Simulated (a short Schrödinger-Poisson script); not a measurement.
Stack: symmetric double-gate stack, Al2O3 on p-type Si(100), at 400 K.

| layer | material | thickness (nm) | Na (cm⁻³) |
|---|---|---|---|
| 1 | Al2O3 | 5.1 | - |
| 2 | Si | 10 | 9e16 |
| 3 | Al2O3 | 5.1 | - |

The device is made up for the run: typed textbook-type constants, with dimensions and the other settings drawn at random. Al2O3: permittivity 9, conduction-band edge (eV) 2.7, gap (eV) 6.8, electron mass (mₑ) 0.3. Si: permittivity 11.7, conduction-band edge (eV) 0, gap (eV) 1.124, Nv at 300 K (cm⁻³) 3.1e19.

Channel valleys (confinement mass, in-plane density-of-states mass, number): Δ2 0.916, 0.19, 2; Δ4 0.19, 0.417, 4. At the gates, both at one voltage, the conduction-band edge of layer 1 lies 2.83 eV − eVg above the Fermi level of the channel. Gaps are held at their typed values at every temperature. Mesh 0.03 nm at interfaces.

From a short Schrödinger-Poisson script (our own, NumPy): 1D Poisson equation in equilibrium, electrons quantum, Hartree (BenDaniel-Duke, 12 states a valley, the channel's in-plane mass for all, wave functions ending at the dielectric), parabolic valleys, classical holes, full ionisation, no traps, pinning or gate leakage.

The same stack at other levels of the model or other numerical settings:

```json
[
 {"run": "base", "sheet density of all electrons at Vg = 1.6 V (cm⁻²)": "2.35e13", "sheet density of all electrons at Vg = 0.4 V (cm⁻²)": "4.78e12", "capacitance of both gates at Vg = 1.6 V (μF/cm²)": "2.63", "gate voltage at 1e11 electrons/cm² (V)": "-0.05", "rough cost against the base": "about 1"},
 {"run": "electrons treated as classical, Boltzmann", "sheet density of all electrons at Vg = 1.6 V (cm⁻²)": "2.70e13", "sheet density of all electrons at Vg = 0.4 V (cm⁻²)": "5.64e12", "capacitance of both gates at Vg = 1.6 V (μF/cm²)": "___", "gate voltage at 1e11 electrons/cm² (V)": "-0.06", "rough cost against the base": "0.05"},
 {"run": "electrons treated as classical, Fermi-Dirac", "sheet density of all electrons at Vg = 1.6 V (cm⁻²)": "___", "sheet density of all electrons at Vg = 0.4 V (cm⁻²)": "5.59e12", "capacitance of both gates at Vg = 1.6 V (μF/cm²)": "___", "gate voltage at 1e11 electrons/cm² (V)": "-0.06", "rough cost against the base": "0.2"},
 {"run": "mesh six times as coarse", "sheet density of all electrons at Vg = 1.6 V (cm⁻²)": "2.35e13", "sheet density of all electrons at Vg = 0.4 V (cm⁻²)": "4.78e12", "capacitance of both gates at Vg = 1.6 V (μF/cm²)": "2.63", "gate voltage at 1e11 electrons/cm² (V)": "-0.05", "rough cost against the base": "0.3"}
]
```

### Question
Complete the blanks.

### Answer

- electrons treated as classical, Fermi-Dirac, sheet density of all electrons at Vg = 1.6 V (cm⁻²): 2.63e13
- electrons treated as classical, Fermi-Dirac, capacitance of both gates at Vg = 1.6 V (μF/cm²): 2.85
- electrons treated as classical, Boltzmann, capacitance of both gates at Vg = 1.6 V (μF/cm²): 2.97

The classical rows ignore confinement, and Boltzmann statistics overrate the density once the band edge passes the Fermi level.
